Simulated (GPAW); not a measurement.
GPAW run on Li (R-3m, 3 atoms in the cell): self-consistent single point.

Method: LDA (Perdew-Wang 92), GPAW PAW datasets LDA (gpaw-data 1.0.1) (plane waves; GPAW 25.7.0).

The change in words: lattice scaled by 0.98. Reference geometry:
```
CELL_PARAMETERS angstrom
      1.50901     0.87123     7.30958
     -1.50901     0.87123     7.30958
      0.00000    -1.74246     7.30958
ATOMIC_POSITIONS crystal
  Li 0.77703 0.77703 0.77703
  Li 0.22297 0.22297 0.22297
  Li 0.00000 0.00000 0.00000
```

Reference input (self-consistent single point, DFT LDA (Perdew-Wang 92), plane waves, GPAW PAW datasets LDA (gpaw-data 1.0.1)): mode = pw; ecut = 600 eV; xc = LDA; kpts = 10 10 10; mesh shift (steps) = 0 0 0; occupations.name = methfessel-paxton; occupations.width = 0.2 eV; occupations.order = 0; nbands = -11; convergence.density = 1e-05 e/electron; symmetry.symmorphic = false; symmetry.tolerance = 0.0005. This run's input differs from it in these lines:

```diff
@@ -5,5 +5,5 @@
 atoms = Atoms(['Li', 'Li', 'Li'],
-              cell=[[1.509010, 0.871227, 7.309584],
-                    [-1.509010, 0.871227, 7.309584],
-                    [0.000000, -1.742455, 7.309584]],
+              cell=[[1.478830, 0.853802, 7.163392],
+                    [-1.478830, 0.853802, 7.163392],
+                    [0.000000, -1.707606, 7.163392]],
               scaled_positions=[[0.777030, 0.777030, 0.777030],
```

Output (repeated stretches shortened):

```
     iter     time        total  log10-change:
                         energy   eigst   dens
iter:   1 --:--:--    -6.094982
iter:   2 --:--:--    -6.096631   -2.11  -1.17
iter:   3 --:--:--    -6.097405   -2.96  -1.17
iter:   4 --:--:--    -6.096572c  -4.71  -1.41
iter:   5 --:--:--    -6.097696c  -3.24  -1.47
iter:   6 --:--:--    -6.097692c  -5.35  -2.59
iter:   7 --:--:--    -6.097703c  -6.37  -2.60
iter:   8 --:--:--    -6.097702c  -8.53c -3.35
iter:   9 --:--:--    -6.097703c  -7.89c -3.25
iter:  10 --:--:--    -6.097703c  -8.94c -3.74
iter:  11 --:--:--    -6.097703c -10.57c -4.99
iter:  12 --:--:--    -6.097703c -11.99c -5.17c
Converged after 12 iterations.

Dipole moment: (0.000000, 0.000000, -0.000000) |e|*Ang

Energy contributions relative to reference atoms: (reference = -598.826387)

Kinetic:         +8.470599
Potential:       -6.716406
External:        +0.000000
XC:              -7.808640
Entropy (-ST):   -0.028181
Local:           -0.029166
SIC:             +0.000000
--------------------------
Free energy:     -6.111794
Extrapolated:    -6.097703

Showing only first 2 kpts
 Kpt  Band  Eigenvalues  Occupancy
  0     0     -3.12678    2.00000
  0     1     -1.09040    2.00000
  0     2     -1.08955    2.00000

  1     0     -2.64135    2.00000
  1     1     -0.56379    2.00000
  1     2     -0.55929    2.00000

Fermi level: 0.48724

No gap
No difference between direct/indirect transitions
Energy (eV): -6.097703

Forces in eV/Ang:
  0 Li    0.00000   -0.00000    0.03703
  1 Li    0.00000    0.00000   -0.03703
  2 Li    0.00000   -0.00000    0.00000

Stress tensor:
    -0.006126     0.000000     0.000000
    -0.000000    -0.006126    -0.000000
     0.000000    -0.000000    -0.005144
Stress (GPa, Voigt): [-0.9815 -0.9815 -0.8241 -0.      0.      0.    ]
```

The run converged in 12 iterations. GPAW prints stress with tension positive. Against the reference run the free energy rises by 2.9 meV/atom, the pressure goes from -0.06 to 0.93 GPa and the largest force goes from 0.033 to 0.037 eV/Å.

The starting cell comes from a database of computed structures (which also holds hypothetical and non-ambient phases and stackings), without a prior relaxation at this level. Its lattice was rescaled by a random factor within 2.5 % of one. For this run, on top of that: lattice scaled by 0.98.

Cost on one core of a shared machine: roughly 2 min.
